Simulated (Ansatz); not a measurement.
**hypothetical I4_132 P with two functionals, pressure −1 GPa**

The reference is P (space group I4_132, No. 214; a = 6.102 Å; a hypothetical phase, not in the database extracts checked).

(Cell as relaxed with PBE.)

Levels (all Ansatz, an electronic-structure program, PAW): PBE (420 eV, no spin-orbit coupling); PBEsol (420 eV, no spin-orbit coupling).

Each level relaxes its own structure.

```
base                      PBE    PBEsol
-------------------  --------  --------
volume per atom      28.40 Å³  27.40 Å³
lattice parameter a   6.102 Å   6.029 Å
band gap                 zero      zero
```

One thing is altered: hydrostatic tension (pressure −1 GPa).

```
quantity              PBE  PBEsol
---------------  --------  ------
volume per atom  29.34 Å³       …
band gap             zero       …
```

Given the PBE results, estimate those of PBEsol.


- volume per atom, PBEsol: 28.12 Å³
- band gap, PBEsol: zero

PBE's volume per atom lies 1.22 Å³ above PBEsol's (4.4 %); the two agree on the band gap. Neither level is exact; PBEsol is the comparison here, not a measurement.

Load acts through the strain it causes; cell and atoms are relaxed under it. No phonon test of stability was made.
